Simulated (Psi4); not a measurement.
Psi4 1.11, TPSS/def2-svp: W(NH)2(Br)(OH) ([NH]=[W](=[NH])([OH])[Br]), 8 atoms. The geometry is a generated start, not checked to be a minimum at this level.

```
Item                                                 Result
--------------------------  -------------------------------
task                                                 energy
method                                                 tpss
basis                                              def2-svp
memory                                                 3 GB
maxiter                                                 100
keys of the molecule block                      symmetry c1
scf_type                                       df (default)
guess                        auto, which took SAD (default)
scf_initial_accelerator                     adiis (default)
e_convergence                               1e-06 (default)
d_convergence                               1e-06 (default)
dft_radial_points                              75 (default)
dft_spherical_points                          302 (default)
effective core potentials   those of the basis set, past Kr
basis functions                                         121
grid points                                          173880
```

```xyz
8

W     -0.1859    -0.1085     0.0922
N      1.1491    -1.2571    -0.2007
H      1.9514    -1.7923    -0.5385
N     -0.5708     0.8206    -1.3843
H     -0.5679     1.2860    -2.2939
Br    -2.1362    -1.4942     0.4570
O      0.0306     0.9510     1.6063
H      0.3297     1.5946     2.2619
```

Charge 0 and multiplicity 1 are set for this test and not shown to be the ground state.

One run each on 2 threads. Values of diis_max_vecs tried: 3, 6, 10 (default), 20.

**Question.** How does the count of SCF iterations change with diis_max_vecs, and where is it least?

**Answer.** Fewest SCF iterations, within one of each other: 6 with 14, 10 (default) with 13, 20 with 13. The run ends without SCF convergence in 100 iterations at 3.

```json
[
 {"diis_max_vecs": "3", "SCF iterations": "100", "end": "no convergence"},
 {"diis_max_vecs": "6", "SCF iterations": "14", "end": "same solution"},
 {"diis_max_vecs": "10 (default)", "SCF iterations": "13", "end": "same solution"},
 {"diis_max_vecs": "20", "SCF iterations": "13", "end": "same solution"}
]
```
